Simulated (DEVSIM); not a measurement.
Structure: abrupt InP n-p junction, at 350 K.

Layer 1 from the left is InP, thickness (μm) 0.130, Nd (cm⁻³) 2.2e17, τn (s) 5.8e-8, τp (s) 5.8e-8. Layer 2 from the left is InP, thickness (μm) 0.470, Na (cm⁻³) 2.5e14, τn (s) 5.8e-8, τp (s) 5.8e-8.

Left contact: ohmic. Right contact: ohmic. Voltage is applied to the left contact. Recombination: SRH at mid-gap, Auger. Mobility is μmin + (μ − μmin)/(1 + (N/Nref)^α).

This is a model device: material constants are rounded textbook-type values typed into the input, and sizes, dopings and lifetimes were drawn at random. Values at 300 K; Nc and Nv go as T^1.5, mobilities as T to minus their exponent, the gap by Varshni's rule with the affinity fixed.

InP: gap (eV) 1.344, affinity (eV) 4.38, permittivity 12.5, Nc (cm⁻³) 5.7e17, Nv (cm⁻³) 1.1e19, μn (cm²/Vs) 5200, μp (cm²/Vs) 170, μn,min 400, μp,min 10, Nref,n 3e17, Nref,p 4.9e17, αn 0.47, αp 0.62, T exponent of μn 2, T exponent of μp 2, Cn (cm⁶/s) 9e-31, Cp (cm⁶/s) 9e-31, Varshni α (eV/K) 0.000363, Varshni β (K) 162.

DEVSIM, 1D drift-diffusion, Boltzmann statistics, complete ionisation; no tunnelling, impact ionisation, image-force lowering or self-heating.

Problem. What does the simulation give for the potential step across the device at zero bias, the largest field in the device at zero bias, the dark forward voltage at 100 A/cm², the dark forward voltage at 1 A/cm²?

Solution. potential step across the device at zero bias 0.963 V; largest field in the device at zero bias 31000 V/cm; dark forward voltage at 100 A/cm² 0.721 V; dark forward voltage at 1 A/cm² 0.551 V.
